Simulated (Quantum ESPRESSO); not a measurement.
## What a tighter setting buys: nbnd, Ca (Fm-3m, 1 atom in the cell)

```
CELL_PARAMETERS angstrom
     -2.72958     0.00000     2.72958
      0.00000     2.72958     2.72958
     -2.72958     2.72958     0.00000
ATOMIC_POSITIONS crystal
  Ca 0.00000 0.00000 0.00000
```

Level of theory: PBE, SSSP 1.1.2 precision (PBE) pseudopotentials (plane waves; Quantum ESPRESSO).

Base settings: ecutwfc = 50 Ry; ecutrho = 400 Ry; occupations = smearing; smearing = marzari-vanderbilt; degauss = 0.0073499 Ry; potentials = {Ca: Ca_pbe_v1.uspp.F.UPF}; K_POINTS = automatic 7 7 7 0 0 0; conv_thr = 1e-09 Ry; mixing_beta = 0.4.

Misses are taken against the tightest run, 69, which need not be fully converged itself. The energy is the free energy per atom.

The count of work is k-points × plane waves × bands × iterations; it is no time, and leaves out set-up, grids and terms that scale otherwise. 

The starting cell comes from a database of computed structures (which also holds hypothetical and non-ambient phases and stackings), without a prior relaxation at this level. Its lattice was rescaled by a random factor within 2.5 % of one.

The runs (nbnd): 5 | 6 | 7 | 9 | 13 | 21 | 37 | 69.

**Question.** Which is the coarsest setting among those run that, with all tighter ones, holds the energy within 5 meV/atom of the reference, and what does it save?

**Answer.** 6, off by 0.00 meV/atom; it needs 0.12 of the reference's count of work.

**Question.** What does the step from 5 to 21 buy?

**Answer.** It takes the miss in the energy from 16 to 0.00 meV/atom, for 3.6 times the count of work.

| nbnd | energy less reference (meV/atom) | pressure less reference (GPa) | count of work / reference |
|---|---|---|---|
| 5 | 16.09 | -0.40 | 0.085 |
| 6 | 0.00 | 0.00 | 0.12 |
| 7 | 0.00 | 0.00 | 0.12 |
| 9 | 0.00 | 0.01 | 0.15 |
| 13 | 0.00 | 0.00 | 0.19 |
| 21 | 0.00 | 0.00 | 0.30 |
| 37 | 0.00 | 0.00 | 0.63 |
| 69 | 0.00 | 0.00 | 1.0 |
